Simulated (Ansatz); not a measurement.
Start from MoTe2 (space group P6_3/mmc, No. 194; a = 3.497 Å, c = 13.696 Å; layered, stacked along the Cartesian z axis). Axes: x lies along a and z along c of the hexagonal cell.

Method: PBE-D3(BJ) (Ansatz, a program for electronic structure), no spin-orbit coupling.

Now apply this change: the cell is compressed by 3.00 % along z with no lateral relaxation, atoms relaxed at fixed cell.

Task: Predict the stress tensor and what it implies for the stiffness.

Result: Stress of the strained cell less that of the base (GPa, compression positive):
```
   0.62    0.00    0.00
   0.00    0.62    0.00
   0.00    0.00    2.61
```

Then −Δσ_ii/ε with ε = -0.0300 gives secant stiffness values (nonlinear terms included at this strain): C33 ≈ 87 GPa, C13 ≈ 21 GPa and C23 ≈ 21 GPa.

As a check, the harmonic strain energy −½ V₀ Δσ:ε is 5.9 meV/atom; the computed energy rise is 5.5 meV/atom.

Whether these cells are dynamically stable was not tested. The D3 term's C6 switches between coordination references near this geometry, which can add small steps to energies.
